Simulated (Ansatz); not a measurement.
Data:

```
TiO2
1.0
    3.86248     0.00000     0.00000
    0.00000     3.86248     0.00000
    1.93124    -1.93124     4.61888
Ti O
2 4
Direct
  0.50000   0.50000   0.00000
  0.75000   0.75000   0.50000
  0.71181   0.28819   0.57638
  0.96181   0.53819   0.07638
  0.53819   0.96181   0.92362
  0.28819   0.71181   0.42362
```

No spin polarisation.

Computed with plane-wave PAW DFT at the PBEsol level (Ansatz, an electronic-structure program, 420 eV), without spin-orbit coupling, earlier PAW set. Settings: 12×12×12 k-points, 0.05 eV Fermi–Dirac smearing.

Predict the in-plane stress and band gap.


- Mean in-plane stress (compression positive): -7.2 GPa
- Band gap: 1.90 eV

The cells carry an imposed strain or load. Whether these cells are dynamically stable was not tested. All final runs are without spin polarisation. The cell was made from TiO₂ in the anatase structure (space group I4_1/amd, No. 141) by this change: biaxial strain +2.46 %, plane normal [001], relaxed out of plane.
